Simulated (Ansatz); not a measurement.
How the band gap of Cd2TeSe (P-4m2, No. 115, 4 atoms in the cell; start mp-1226952) moves with the method

No measured value is used here.

| level (code) | value (eV) |
|---|---|
| LDA (Ansatz) | 0.26 |
| PBEsol (Ansatz) | 0.40 |
| PBEsol+SOC (Ansatz) | … |
| HSE06 (Ansatz) | 1.38 |
| HSE06+SOC (Ansatz) | 1.14 (direct) |
| PBE0 (Ansatz) | … |

Task: Complete the blanks.

Result: 
- PBEsol+SOC (Ansatz, a program for electronic structure), value (eV): 0.19 (direct)
- PBE0 (Ansatz), value (eV): 1.97

Computed values are for a static lattice. Levels without +SOC have no spin–orbit coupling; where heavier elements are present it shifts gaps, mostly down, and can invert bands.  Values are at the PBEsol cell. Cutoffs and k meshes differ between the levels. Ansatz's density-functional and Hartree–Fock values are scalar-relativistic unless marked +SOC, with PAW data made under PBE.

A start named mp-… is a Materials Project structure, which need not be a measured phase.
